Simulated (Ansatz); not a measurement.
## CO on the 1x1 (110) surface of 3C silicon carbide (cut with top plane C + Si), one in a 2x2 cell, started at the site 'bridge C-Si (span 3.9 Å)'

Host crystal: 3C silicon carbide, with a band gap (PBE, scalar-relativistic without spin-orbit coupling).

Level of theory: PBE (plane waves to 420 eV, PAW; Ansatz, a first-principles code).

Slab: 50 atoms, 7.7 Å thick at the start under the adsorbate (thin: gaps and levels are the slab's own); k 3x3x1, smearing 0.01 eV, dipole-corrected; 24 atoms held, the rest relaxed; no symmetry held; no spin, no spin-orbit, no U, no dispersion correction. At the end it is bonded to Si. In PBE it is, or lies within 0.03 eV of, the lowest of the starts that converged.

The adsorption energy against CO(g) comes out as -0.79 eV and the change of the step from the bottom to the top vacuum level, against the clean slab is -0.42 eV. The energy released by relaxation is 0.92 eV and the height of the binding atom over the mean of the host atoms within 0.3 Å of the top one is 2.962 bohr. The nearest host atoms of the binding atom is Si at 2.02 Å, C at 2.99 Å, C at 3.00 Å. The largest move of a host atom is 0.17 Å, the note comes out as in the relaxation the adsorbate left its starting site by 0.9 Å and the cost comes out as roughly 16 core-minutes.

A negative adsorption energy means that the adsorbate is more stable on the surface than in its reference.
